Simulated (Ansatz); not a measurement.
# Pt under a change: pressure 50 GPa

Base system: Pt in the fcc (Cu type) structure (space group Fm-3m, No. 225; a = 3.9183 Å).

Now apply this change: cell and atoms relaxed at a pressure of 50 GPa.

The values are results of Ansatz (an electronic-structure program), PBEsol, PAW, cutoff 420 eV, no SOC, not measurements. Γ-centred 20×20×20 mesh, Fermi–Dirac width 0.05 eV.

The volume per atom falls by 1.77 Å³ (15.04 Å³ → 13.27 Å³) and the density rises by 2.87 g/cm³ (21.54 g/cm³ → 24.41 g/cm³). The lattice parameter a decreases by 0.160 Å, from 3.918 Å to 3.758 Å and the shortest interatomic distance shrinks by 0.113 Å to 2.658 Å. The enthalpy H = E + PV relative to the base's energy amounts to +4.38 eV/atom and the band gap remains zero.

Final structure:

```
Pt
1.0
    0.00000     1.87922     1.87922
    1.87922     0.00000     1.87922
    1.87922     1.87922     0.00000
Pt
1
Direct
  0.00000   0.00000   0.00000
```

Load acts through the strain it causes; cell and atoms are relaxed under it. Stability against distortions was not tested. No other phases were tried under pressure. The final runs are not spin-polarised.
